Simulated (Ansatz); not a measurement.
A self-consistent single point of YSn3 (P4mm, 4 atoms in the cell) with Ansatz (a quantum-chemistry and plane-wave program).

Computed with LDA (PW92), default PAW files made with PBE (plane waves; Ansatz).

```xyz
4
Lattice="4.7144 0.0000 0.0000 0.0000 4.7144 0.0000 0.0000 0.0000 4.7144" Properties=species:S:1:pos:R:3 pbc="T T T"
Y      0.0000     0.0000     0.0500
Sn     2.3572     2.3572     0.0000
Sn     0.0000     2.3572     2.3572
Sn     2.3572     0.0000     2.3572
```

Reference input (self-consistent single point, DFT, LDA (PW92), plane waves, default PAW files made with PBE): basis.ecutwfc = 420 eV; kpoints.mp_grid.grid = 7 7 7; hamiltonian.xc = lda; hamiltonian.pseudopotentials = {kind: paw} (the program's default PAW files); scf.occupations.method = fermi_dirac; scf.occupations.width = 0.1 eV. This run's input differs from it in these lines:

Ansatz 0.2 input:
```diff
@@ -13,3 +13,3 @@
 kpoints:
-  mp_grid: { grid: [7, 7, 7] }
+  mp_grid: { grid: [12, 12, 12] }
 hamiltonian:
@@ -18,3 +18,3 @@
 scf:
-  occupations: { method: fermi_dirac, width: 0.1 eV }
+  occupations: { method: gaussian, width: 0.01 eV }
 output:
```

Output (repeated stretches shortened):

```
SCF iter   1: F=—  HF=-21386.093457 eV  |F-HF|=—  |Δ(HF+E_count)|=         —  Δρ=7.46e-3  dr2=3.67e-2  ethr=1.77e-3  ⟨swp⟩=6.6  Hψ=26785  notcnv=0
all-band conjugate gradients solve this SCF's bands
preconditioner: auto → Resta (q_TF=auto, 2.435 Å⁻¹)
SCF iter   2: F=—  HF=-21386.083486 eV  |F-HF|=—  |Δ(HF+E_count)|=   9.97e-3  Δρ=3.27e-3  dr2=6.10e-3  ethr=6.92e-5  ⟨swp⟩=3.4  Hψ=13077  notcnv=0  defer=206
SCF iter   3: F=—  HF=-21386.081735 eV  |F-HF|=—  |Δ(HF+E_count)|=   1.75e-3  Δρ=5.73e-4  dr2=3.15e-4  ethr=1.15e-5  ⟨swp⟩=3.0  Hψ=12138  notcnv=0  defer=206
SCF iter   4: F=—  HF=-21386.081656 eV  |F-HF|=—  |Δ(HF+E_count)|=   7.88e-5  Δρ=6.59e-5  dr2=8.15e-6  ethr=5.94e-7  ⟨swp⟩=2.0  Hψ=7410  notcnv=0  defer=206
SCF iter   5: F=—  HF=-21386.081655 eV  |F-HF|=—  |Δ(HF+E_count)|=   9.26e-7  Δρ=2.93e-5  dr2=1.13e-6  ethr=1.54e-8  ⟨swp⟩=2.0  Hψ=10595  notcnv=0  defer=206
SCF iter   6: F=-21386.081655 eV  HF=-21386.081655 eV  |F-HF|=3.32e-9  |Δ(HF+E_count)|=   3.48e-7  Δρ=4.99e-6  dr2=2.66e-8  ethr=1.89e-10  ⟨swp⟩=7.4  Hψ=31974  notcnv=0
SCF 1 converged in 6 iterations: F = -21386.081655 eV  dr2 = 2.66e-8
Free energy (F): -21386.081655 eV
Internal energy: -21386.081445 eV  (E = F + TS)
E sigma→0 (E₀):  -21386.081550 eV
Entropy (-TS):   -0.000210 eV (-0.053 meV/atom)
Fermi energy:    11.572713 eV
--- Forces (eV/Å), atoms counted from 1 ---
  atom   1  Y      0.00000000     0.00000000    -0.17571779
  atom   2  Sn    -0.00000000     0.00000000    -0.02593088
  atom   3  Sn     0.00000000     0.00000000     0.10082163
  atom   4  Sn     0.00000000     0.00000000     0.10082163
--- Stress (GPa, compression-positive) ---
       -4.299404       0.000000       0.000000
        0.000000      -4.299404       0.000000
        0.000000       0.000000      -4.299415
  P = ⅓ Tr σ = -4.2994 GPa (-42.994 kbar)
  The stress holds the Pulay correction. Without it, at fixed plane waves, as pw.x and ABINIT print it: P = -4.3216 GPa
```

The run converged in 6 iterations. Against the reference run the free energy rises by 18.5 meV/atom, the pressure moves little (-4.25 to -4.30 GPa) and the largest force hardly changes (0.179 to 0.176 eV/Å).

The starting cell comes from a database of computed structures (which also holds hypothetical and non-ambient phases and stackings), without a prior relaxation at this level. Its lattice was rescaled by up to half a per cent. One atom was moved a little off its site on purpose. With a pressure of about -4 GPa the cell is away from its equilibrium volume at this level. Ansatz's pressure includes its estimate of the finite-basis (Pulay) stress.
